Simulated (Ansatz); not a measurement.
```xyz
48
Lattice="31.0000 0.0000 0.0000 0.0000 31.0000 0.0000 0.0000 0.0000 3.3017" Properties=species:S:1:pos:R:3 pbc="T T T"
P     25.6512    16.0696     0.0000
P     25.4527    17.5771     1.6509
P     23.2034    17.9040     1.6509
P     22.6471    19.2472     0.0000
P     24.0063    21.0689     0.0000
P     23.0808    22.2752     1.6509
P     20.9693    21.4337     1.6509
P     19.8159    22.3187     0.0000
P     20.0823    24.5760     0.0000
P     18.6776    25.1578     1.6509
P     17.2697    23.3734     1.6509
P     15.8283    23.5632     0.0000
P     14.9304    25.6512     0.0000
P     13.4229    25.4527     1.6509
P     13.0960    23.2034     1.6509
P     11.7528    22.6471     0.0000
P      9.9311    24.0063     0.0000
P      8.7248    23.0808     1.6509
P      9.5663    20.9693     1.6509
P      8.6813    19.8159     0.0000
P      6.4240    20.0823     0.0000
P      5.8422    18.6776     1.6509
P      7.6266    17.2697     1.6509
P      7.4368    15.8283     0.0000
P      5.3488    14.9304     0.0000
P      5.5473    13.4229     1.6509
P      7.7966    13.0960     1.6509
P      8.3529    11.7528     0.0000
P      6.9937     9.9311     0.0000
P      7.9192     8.7248     1.6509
P     10.0307     9.5663     1.6509
P     11.1841     8.6813     0.0000
P     10.9177     6.4240     0.0000
P     12.3224     5.8422     1.6509
P     13.7303     7.6266     1.6509
P     15.1717     7.4368     0.0000
P     16.0696     5.3488     0.0000
P     17.5771     5.5473     1.6509
P     17.9040     7.7966     1.6509
P     19.2472     8.3529     0.0000
P     21.0689     6.9937     0.0000
P     22.2752     7.9192     1.6509
P     21.4337    10.0307     1.6509
P     22.3187    11.1841     0.0000
P     24.5760    10.9177     0.0000
P     25.1578    12.3224     1.6509
P     23.3734    13.7303     1.6509
P     23.5632    15.1717     0.0000
```

Levels: PBE (plane waves to 420 eV, PAW; Ansatz, an electronic-structure program); r2SCAN (plane waves to 500 eV, PAW; Ansatz); HSE06 (Ansatz). Unmarked values and the geometry are of the first. Mesh 1×1×10. No spin polarisation. It repeats along c; a and b span vacuum. A model structure. Symmetry and one short period hold its shape; lower forms weren't sought. HSE06 ran on a 1×1×6 mesh and at PBE's edge points.

Q: Say what this body is, and give its properties.

A: (12,0) black phosphorus nanotube. A hypothetical model, rolled from the flat sheet.
| Property | Result |
|---|---|
| mean diameter | 18.24 Å |
| radii of the innermost and outermost atoms | 8.07 and 10.17 Å |
| energy over the flat sheet | +33 meV/atom |
| PBE gap | 0.58 eV, nearly direct, from k = 0.031 × 2π/c to Γ |
| electron mass along the axis (PBE) | 1.3 mₑ |
| hole mass along the axis (PBE) | 6.1 mₑ |
| valence and conduction edges under the vacuum level (PBE) | 4.70 and 4.12 eV |
| r2SCAN gap at this geometry | 0.71 eV |
| HSE06 gap at this geometry | 1.17 eV |
